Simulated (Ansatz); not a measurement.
Ta on the Si site in silicon (start: the Si site; 64-site cell, 2×2×2 shifted sampling). All values below come from PBE, PAW (plane waves to 420 eV; Ansatz, an electronic-structure program). Total energies of the localised charge states, counted from that of charge 0, and their image corrections (point charge with alignment); the host's valence-band maximum lies at 6.005 eV on the cells' energy zero and its gap is 0.61 eV.

```tsv
charge	moment (μB)	E − E(first) (eV)	correction (eV)
0	1.0	0.000	0.000
−1	2.0	6.478	-0.026
```

Q: Derive the transition levels above the valence-band maximum and say which of them are thermodynamic.

A: A level is the Fermi energy at which two charges have equal formation energy: ε(q/q′) = [E(q′) + corr(q′) − E(q) − corr(q)] / (q − q′) − E_VBM.
ε(0/−1) = [(6.478 + -0.026) − (0.000 + 0.000)] / 1 − 6.005 = 0.45 eV
Thermodynamic levels at least 0.1 eV inside the gap: (0/−1) at 0.45 eV. They hold to tenths of an eV in this cell. Only the charges listed were compared. Charge +1 has its level within 0.1 eV of a band edge or past it.
